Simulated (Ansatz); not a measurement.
## ZnCl2 (P4₂/nmc, No. 137)

These are HSE06 (Ansatz, a program for electronic structure, plane waves, PAW) values and carry that method's errors.

Run with plane-wave cutoff 500 eV, 6×6×2 k mesh (along the axes of the cell as run), gaussian smearing 0.02 eV, scalar-relativistic PAW data made under PBE.

Cell (relaxed with PBEsol):

```yaml
crystal:
  lattice:
    - [3.64413, 0.00000, 0.00000]
    - [0.00000, 3.64413, 0.00000]
    - [0.00000, 0.00000, 11.44312]
  atoms:
    - { symbol: Zn, position: [0.00000, 0.00000, 0.00000] }
    - { symbol: Zn, position: [0.50000, 0.50000, 0.50000] }
    - { symbol: Cl, position: [0.50000, 0.00000, 0.11826] }
    - { symbol: Cl, position: [0.50000, 0.00000, 0.61826] }
    - { symbol: Cl, position: [0.00000, 0.50000, 0.38174] }
    - { symbol: Cl, position: [0.00000, 0.50000, 0.88174] }
```

```
Property                       Result
--------  ---------------------------
band gap  5.54 eV (on the SCF k mesh)
```

Note: the cell comes from a level without a dispersion term, which matters for the spacing of layers, chains or molecules; cell and atoms aren't relaxed at this level (pressure 1.7 GPa); the cell has widely spaced layers and the level no dispersion term, so their spacing and the moduli can rest on weak binding.

The computed numbers hold no vibrational or temperature effects.
